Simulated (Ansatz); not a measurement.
Consider the following.

```yaml
crystal:
  lattice:
    - [3.39264, 0.00000, 0.00000]
    - [1.69632, 2.93811, 0.00000]
    - [1.69632, -0.97937, 2.80264]
  atoms:
    - { symbol: Be, position: [0.99907, 0.00047, 0.00140] }
    - { symbol: S, position: [0.50093, 0.24953, 0.74860] }
```

No spin polarisation.

All numbers come from DFT with PBEsol, PAW potentials and a 420 eV plane-wave cutoff in Ansatz (a program for electronic structure), no spin-orbit coupling. k-mesh 12×12×12 (Γ-centred); smearing 0.05 eV (Fermi–Dirac).

Task: Predict the valence-band top at Γ and in-plane stress.

Result: Valence-band top at Γ (three highest levels, from the VBM): 0.00, 0.00, -0.10 eV
Mean in-plane stress (compression positive): +2.0 GPa

The levels and masses belong to the bands next to the band gap. The cells carry an imposed strain or load. Whether these cells are dynamically stable was not tested. The cell was made from BeS in the zinc blende structure (space group F-43m, No. 216) by this change: biaxial strain −0.83 %, plane normal [111], relaxed out of plane.
